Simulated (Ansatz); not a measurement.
C11b MoSi₂

The numbers are results of r²SCAN-D4 in Ansatz (PAW), not measurements.

Run with plane-wave cutoff 500 eV, 18×18×18 k mesh, Fermi–Dirac smearing 0.05 eV, no spin polarisation, scalar-relativistic PAW data made under PBE.

Cell (relaxed at this level):

Space group I4/mmm (No. 139); a = b = 3.191 Å, c = 7.799 Å, α = β = γ = 90.00°

| atom | site | symmetry | x | y | z |
|---|---|---|---|---|---|
| Si | 4e | 4mm | 0.0000 | 0.0000 | 0.3352 |
| Mo | 2a | 4/mmm | 0.0000 | 0.0000 | 0.0000 |
(The calculation used a cell of 3 atoms; values per cell refer to that cell.)

For C11b MoSi₂, the volume per atom is 13.24 Å³/atom and the lattice constant a comes out as 3.191 Å. The lattice parameter c comes out as 7.799 Å.

Measured, for comparison: lattice constant a 3.205 Å, lattice parameter c 7.845 Å (temperature not stated, not corrected to a static lattice; as tabulated in Pavlosiuk et al. (2022), arXiv:2202.05362). Computed (rounded) less measured: lattice constant a -0.4 %, lattice parameter c -0.6 %. A static lattice is as a rule a little smaller and stiffer than an uncorrected measurement, which narrows the difference in the lattice constant a, lattice parameter c and would widen misses of the other sign.

Static lattice: no zero-point or thermal effects.

It cost around 80 core-seconds (rough) of CPU time.

Ansatz is a first-principles code.
